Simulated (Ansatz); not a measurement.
# N on the C site (N_C) (diamond host)

Method: HSE06, PAW (plane waves to 420 eV; Ansatz, a program for electronic structure). The supercell holds 64 host sites (2×2×2 repeats of a cell of 8 atoms), with a single-point (¼, ¼, ¼) k-point sampling for the final energies. Lattice scaled to a tabulated measured volume, 5.67 Å³ a site. Site at the start: the C site. Energies of charged states are corrected for periodic images (point charge plus alignment at distant sites). Dielectric constants: PBE linear response of the host, to which the point-charge and alignment terms were carried over from the constants of the runs by an Ewald sum. Host gap at this level: 5.17 eV. Finite-size and sampling errors can reach tenths of an eV here. Spin–orbit coupling is left out. Each state is the lowest found from its start.

Formation energies E_f are given with the Fermi level at the valence-band maximum. Chemical conditions: host crystal and elements as references (Δμ(C) = 0.057 eV, Δμ(N) = 0.00 eV; N taken from its element, since no compound that bounds it was computed at this level; only phases computed here count, gases as isolated molecules at 0 K). Reference phases: C: graphite (PBE cell), N: N2 molecule.

Charges with a result: +1, 0, −1. Others weren't obtained, and one of them could lie lower, also by skipping a charge.

```json
[
 {"charge": "+1", "moment (μB)": "not spin-polarised", "point group": "Td", "largest move off a lattice site (Å)": "0.01", "image correction with alignment (eV)": "0.44", "E_f, host crystal and elements as references (eV)": "0.70"},
 {"charge": "0", "moment (μB)": "1.0", "point group": "C3v", "largest move off a lattice site (Å)": "0.25", "image correction with alignment (eV)": "0.00", "E_f, host crystal and elements as references (eV)": "4.03"},
 {"charge": "−1", "moment (μB)": "not spin-polarised", "point group": "near C3v", "largest move off a lattice site (Å)": "0.36", "image correction with alignment (eV)": "0.41", "E_f, host crystal and elements as references (eV)": "8.44"}
]
```

Point groups are those of the whole cell at tolerances of 0.03 and 0.1 Å ("near" where only the looser one holds); none is given for unsettled states.

Transition levels above the valence-band maximum: ε(+1/0) = 3.33 eV; ε(0/−1) = 4.41 eV. On the lower envelope of the bound states, inside the gap: (+1/0) at 3.33 eV; (0/−1) at 4.41 eV.

Flagged in the runs: a host whose relaxation on this sampling wasn't shown to rest.

All states together cost very roughly 2.6 core-hours.
